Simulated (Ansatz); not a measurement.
The parent structure is SiC in the zinc blende structure (space group F-43m, No. 216; a = 4.3563 Å). Axes: x, y, z lie along the cube axes.

Method: Kohn–Sham DFT with the r2SCAN functional, run in Ansatz (a quantum-chemistry and plane-wave program) with PAW and 500 eV plane waves, no SOC.

Now apply this change: uniaxial strain ε_zz = −2.39 %, all other strain components held at zero; the atoms relax in the strained cell.

Predict the stress tensor and what it implies for the stiffness.

Stress of the strained cell less that of the base (GPa, compression positive):
```
   3.56    0.00    0.00
   0.00    3.56    0.00
   0.00    0.00   10.02
```

Then −Δσ_ii/ε with ε = -0.0239 gives secant stiffness values (nonlinear terms included at this strain): C33 ≈ 419 GPa, C13 ≈ 149 GPa and C23 ≈ 149 GPa.

As a check, the harmonic strain energy −½ V₀ Δσ:ε is 7.7 meV/atom; the computed energy rise is 7.7 meV/atom.

No phonon test of stability was made.
